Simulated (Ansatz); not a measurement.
Results of PBE0 (PAW; Ansatz, a program for electronic structure) for CsCl-type LiCl (model structure).

Numerical settings: plane-wave cutoff 500 eV, 6×6×6 k mesh, gaussian smearing 0.02 eV, scalar-relativistic PAW data made under PBE.

Cell (relaxed with r²SCAN):

```cif
data_ClLi
_chemical_formula_sum 'Li1 Cl1'
_space_group_name_H-M_alt 'Pm-3m'
_space_group_IT_number 221
_space_group_name_Hall '-P 4 2 3'
_cell_length_a 3.27061
_cell_length_b 3.27061
_cell_length_c 3.27061
_cell_angle_alpha 90.000
_cell_angle_beta 90.000
_cell_angle_gamma 90.000
loop_
_atom_site_label
_atom_site_type_symbol
_atom_site_symmetry_multiplicity
_atom_site_Wyckoff_symbol
_atom_site_fract_x
_atom_site_fract_y
_atom_site_fract_z
_atom_site_occupancy
Li1 Li 1 a 0.00000 0.00000 0.00000 1
Cl1 Cl 1 b 0.50000 0.50000 0.50000 1
```

Question: Predict the band gap.

Answer: 
band gap: 6.39 eV (on the SCF k mesh)

Note: the relaxation could raise the start's symmetry but not lower it, so the cell can be a saddle point; cell and atoms aren't relaxed at this level (pressure -0.3 GPa).

Computed values are for the static lattice.

A model structure was made by putting elements into a prototype or built by hand; it is no filed structure, need not be a known phase, and can be a saddle point held by its symmetry.
